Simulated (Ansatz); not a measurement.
## AlCo in the CsCl type structure (space group Pm-3m, No. 221; non-magnetic)

```
AlCo
1.0
    2.82278     0.00000     0.00000
    0.00000     2.82278     0.00000
    0.00000     0.00000     2.82278
Al Co
1 1
Direct
  0.00000   0.00000   0.00000
  0.50000   0.50000   0.50000
```

Method: DFT with PBEsol, PAW potentials and a 420 eV plane-wave cutoff in Ansatz (a first-principles code), no spin-orbit coupling. Γ-centred 16×16×16 mesh, Fermi–Dirac width 0.05 eV.

```json
{
  "volume_per_atom": "11.25 Å³",
  "density": "6.34 g/cm³",
  "band_gap": "zero",
  "total_energy": "-2809.387 eV/atom (σ→0; compares only within this code and set-up)"
}
```

Whether these cells are dynamically stable was not tested. Starting moments died away, wholly or in part, for the base; another magnetic solution may exist. The final runs are not spin-polarised.
